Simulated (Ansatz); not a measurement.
The structure below was relaxed with PBEsol (Ansatz, a quantum-chemistry and plane-wave program), no SOC, at pressure −1 GPa.

```
PbO2
1.0
    5.01733     0.00000     0.00000
    0.00000     5.01733     0.00000
    0.00000     0.00000     3.41322
Pb O
2 4
Cartesian
  0.00000   0.00000   0.00000
  2.50867   2.50867   1.70661
  1.54417   1.54417   0.00000
  4.05283   0.96450   1.70661
  0.96450   4.05283   1.70661
  3.47316   3.47316   0.00000
```

Find the space group and the Wyckoff positions.

Space group P4₂/mnm (No. 136); a = b = 5.0173 Å, c = 3.4132 Å, α = β = γ = 90.00°

```
atom  site  symmetry       x       y       z
----  ----  --------  ------  ------  ------
Pb      2a      m.mm  0.0000  0.0000  0.0000
O       4f      m.2m  0.3078  0.3078  0.0000
```

Describe the coordination.

The crystal has 6 atoms in its conventional cell. Cell: a = 5.0173 Å, b = 5.0173 Å, c = 3.4132 Å, α = 90.00°, β = 90.00°, γ = 90.00°. Pb is surrounded by 6 O at 2.184 Å (octahedral). O has 3 Pb at 2.184 Å (trigonal planar). (Neighbours: up to the widest gap in distance over summed covalent radii, below 1.35, at either atom; cation-cation and far metal-metal contacts left out.)

With Pb present, leaving out spin-orbit coupling can change the band edges. Load acts through the strain it causes; cell and atoms are relaxed under it. Stability against distortions was not tested. All final runs are without spin polarisation. The cell was made from PbO₂ in the rutile structure (space group P4_2/mnm, No. 136) by this change: pressure −1 GPa.
